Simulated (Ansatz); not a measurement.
**CO on the 1x1 (100) surface of monoclinic HfO2 (cut with top plane 2 O), one in a 1x1 cell, started at the site 'top O'**

Host crystal: monoclinic HfO2, with a band gap (PBE, scalar-relativistic without spin-orbit coupling).

Method: HSE06, at the PBE geometry (plane waves to 420 eV, PAW; Ansatz, a program for electronic structure).

Slab: 26 atoms, 9.3 Å thick at the start under the adsorbate (thin: gaps and levels are the slab's own); k 3x3x1, smearing 0.01 eV, dipole-corrected; single point; no symmetry held, on the structure that PBE left; no spin, no spin-orbit, no U, no dispersion correction. At the end it is bonded to Hf. In PBE it is, or lies within 0.03 eV of, the lowest of the starts that converged; the order may differ at this level.

```yaml
adsorption energy against CO(g) at the same level: -0.52 eV
change_of_the_step_from_the_bottom_to_the_top_vacuum_level_against_the_clean_slab: -0.84 eV
height of the binding atom over the mean of the host atoms within 0.3 Å of the top one: 1.136 Å
nearest_host_atoms_of_the_binding_atom: Hf at 2.49 Å, O at 2.85 Å, O at 2.96 Å
caution: the clean host was not checked against rearrangement in a larger or rattled cell
note: in the relaxation the adsorbate left its starting site by 2.7 Å
cost: very roughly 40 core-minutes
```

A negative adsorption energy means that the adsorbate is more stable on the surface than in its reference.
